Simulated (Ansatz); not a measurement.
Hypothetical rock salt YSi: response to strain

Consider YSi in the rock salt structure (space group Fm-3m, No. 225; a = 5.818 Å; a hypothetical phase, not in the database extracts checked; relaxed with 0.1 eV smearing). Axes: x, y, z lie along the cube axes.

Strains are applied to the cell and any free atomic positions relax; under biaxial strain the out-of-plane vector relaxes too; under stress the whole cell relaxes.

Level of theory: Kohn–Sham DFT with the PBE functional, run in Ansatz (a program for electronic structure) with PAW and 420 eV plane waves, without spin-orbit coupling, earlier PAW set.

Notes on the quantities. pressure: mean of the normal stresses, compression positive; energy relative to the base: free energy F.

| change | pressure | volume per atom | energy relative to the base | space group |
|---|---|---|---|---|
| base | 0.0 GPa | 24.61 Å³ | 0 meV/atom | Fm-3m (No. 225) |
| biaxial strain −0.38 %, plane normal [001], relaxed out of plane | 0.5 GPa | 24.44 Å³ | +0.4 meV/atom | I4/mmm (No. 139) |
| biaxial strain +3.28 %, plane normal [001], relaxed out of plane | -3.2 GPa | 26.06 Å³ | +26 meV/atom | I4/mmm (No. 139) |
| biaxial strain +4.17 %, plane normal [001], relaxed out of plane | -3.8 GPa | 26.46 Å³ | +41 meV/atom | I4/mmm (No. 139) |
| biaxial strain +0.39 %, plane normal [111], relaxed out of plane | 0.0 GPa | 24.59 Å³ | 0.0 meV/atom | R-3m (No. 166) |
| isotropic strain −1.88 % | 4.2 GPa | 23.25 Å³ | +17 meV/atom | Fm-3m (No. 225) |
| uniaxial strain ε_xx = −0.16 % | 0.1 GPa | 24.57 Å³ | 0.0 meV/atom | I4/mmm (No. 139) |
| uniaxial stress, 5 GPa compression along x | – | 24.07 Å³ | +10 meV/atom | I4/mmm (No. 139) |
| uniaxial stress, 8 GPa compression along x | – | 23.81 Å³ | +23 meV/atom | I4/mmm (No. 139) |
| tensor shear ε_yz = −0.67 % | 0.0 GPa | 24.61 Å³ | 0.0 meV/atom | Immm (No. 71) |

Beyond what the load breaks, stability against distortions was not tested. All final runs are without spin polarisation. An odd electron count without spin: YSi. YSi has a high density of states at the Fermi level and may be magnetic at this level.
